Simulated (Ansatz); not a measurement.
SiSe2 (model structure, started from the rutile type, P4₂/mnm, No. 136, 6 atoms in the cell): properties by level of theory

```
level (code)         lattice parameter a (Å)  c axis length (Å)
-------------------  -----------------------  -----------------
PBE (Ansatz)                           6.138              3.552
PBEsol (Ansatz)                        5.918              3.579
PBE-D3(BJ) (Ansatz)                    5.899              3.595
```

Ansatz's density-functional and Hartree–Fock values are scalar-relativistic unless marked +SOC, with PAW data made under PBE.

The computed numbers hold no vibrational or temperature effects.

A model structure was made by putting elements into a prototype or built by hand; it is no filed structure, need not be a known phase, and can be a saddle point held by its symmetry.

Ansatz is a first-principles code.
